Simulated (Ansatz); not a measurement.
Results of LDA (PAW; Ansatz, a program for electronic structure) for SiC (model structure, started from the GeS type, Pnma, No. 62, 8 atoms in the cell).

Run with plane-wave cutoff 520 eV, 8×18×16 k mesh (along the axes of the cell as run), Fermi–Dirac smearing 0.05 eV, scalar-relativistic PAW data made under PBE.

Cell (relaxed at this level):

```
CSi
1.0
    5.75870     0.00000     0.00000
    0.00000     3.10609     0.00000
    0.00000     0.00000     5.16128
Si C
4 4
Direct
  0.15963   0.25000   0.40376
  0.34037   0.75000   0.90376
  0.84037   0.75000   0.59624
  0.65963   0.25000   0.09624
  0.82368   0.25000   0.39710
  0.67632   0.75000   0.89710
  0.17632   0.75000   0.60290
  0.32368   0.25000   0.10290
```

Question: Predict the band gap and smallest direct gap on the k points sampled.

Answer: 
band gap: 2.55 eV (indirect)
smallest direct gap on the k points sampled: 3.08 eV

Note: the relaxation could raise the start's symmetry but not lower it, so the cell can be a saddle point.

Computed values are for the static lattice.

A model structure was made by putting elements into a prototype or built by hand; it is no filed structure, need not be a known phase, and can be a saddle point held by its symmetry.
